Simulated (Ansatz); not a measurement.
Effect of x(Ge) = 0.333, 6 atoms, P-3m1 on Si

The reference is Si in the diamond structure (space group Fd-3m, No. 227; a = 5.4703 Å).

The other end (x = 1) is Ge in the diamond structure (space group Fd-3m, No. 227): 23.91 Å³/atom, gap zero.

Perturbation: a fraction x = 0.333 of the Si sites is given to Ge, ordered in a cell of 6 atoms (starting symmetry P-3m1) and fully relaxed.

The values are results of PBE (Ansatz, a quantum-chemistry and plane-wave program), without spin-orbit coupling, not measurements. Γ-centred 10×10×4 mesh, Fermi–Dirac width 0.05 eV, for the changed cell.

| quantity | base | changed | shift |
|---|---|---|---|
| volume per atom | 20.46 Å³ | 21.46 Å³ | +1.00 Å³ |
| shortest interatomic distance | 4.476 bohr | 4.486 bohr | +0.010 bohr |
| band gap | 0.61 eV | 0.42 eV | -0.19 eV |
| gap character (in this cell's own zone, which can be folded) | – | indirect, Γ → k = (0, 0.400, -1/4) in the run's primitive reciprocal basis | – |
| valence-band top at Γ (three highest levels, from the VBM) | 0.00, 0.00, 0.00 eV | 0.00, 0.00, -0.18 eV | – |
| mixing energy (to 0.01 eV only: unlike meshes or grids) | – | +0.02 eV/atom | – |
| deviation of the volume from the linear (Vegard-type) interpolation | – | -0.7 % | – |

These are small ordered cells, not random alloys; other orderings at the same x differ. Whether these cells are dynamically stable was not tested. A zero or small gap of Ge can be the functional's error rather than a property of the material. k-point labels follow each cell's own Brillouin zone.
